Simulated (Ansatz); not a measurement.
## Pressure series in PtSb2

Base system: PtSb$_{2}$ (space group Pa-3, No. 205).

```
PtSb2
1.0
    6.55329     0.00000     0.00000
    0.00000     6.55329     0.00000
    0.00000     0.00000     6.55329
Sb Pt
8 4
Cartesian
  2.45682   0.81983   5.73346
  4.09647   5.73346   0.81983
  0.81983   5.73346   2.45682
  5.73346   0.81983   4.09647
  5.73346   2.45682   0.81983
  0.81983   4.09647   5.73346
  4.09647   4.09647   4.09647
  2.45682   2.45682   2.45682
  0.00000   3.27664   3.27664
  3.27664   3.27664   0.00000
  3.27664   0.00000   3.27664
  0.00000   0.00000   0.00000
```

Cell and atoms are relaxed at each pressure.

Levels (all Ansatz, a quantum-chemistry and plane-wave program, PAW): PBE (420 eV, no spin-orbit coupling); PBEsol (420 eV, without spin-orbit coupling).

The base cell above is that of PBE; each level relaxes its own structures.

| case | lattice parameter a, PBE | lattice parameter a, PBEsol |
|---|---|---|
| pressure −2 GPa | 12.467 bohr | [?] |
| pressure −1 GPa | 12.425 bohr | 12.248 bohr |
| pressure 0.3 GPa | 12.372 bohr | [?] |
| pressure 0.7 GPa | 12.357 bohr | 12.190 bohr |
| pressure 1.5 GPa | 12.327 bohr | [?] |
| pressure 3 GPa | 12.274 bohr | [?] |
| pressure 5 GPa | 12.208 bohr | 12.060 bohr |
| pressure 7.5 GPa | 12.133 bohr | 11.994 bohr |
| pressure 10 GPa | 12.065 bohr | 11.933 bohr |

Q: Some entries are withheld; estimate them.

A: 
- pressure −2 GPa, lattice parameter a, PBEsol: 12.285 bohr
- pressure 0.3 GPa, lattice parameter a, PBEsol: 12.203 bohr
- pressure 1.5 GPa, lattice parameter a, PBEsol: 12.164 bohr
- pressure 3 GPa, lattice parameter a, PBEsol: 12.118 bohr

PBE lies above PBEsol in every row, by 0.132 bohr to 0.183 bohr. They put the cases in the same order.

Load acts through the strain it causes; cell and atoms are relaxed under it. Stability against distortions was not tested. Competing high-pressure phases were not computed. The final runs are not spin-polarised.
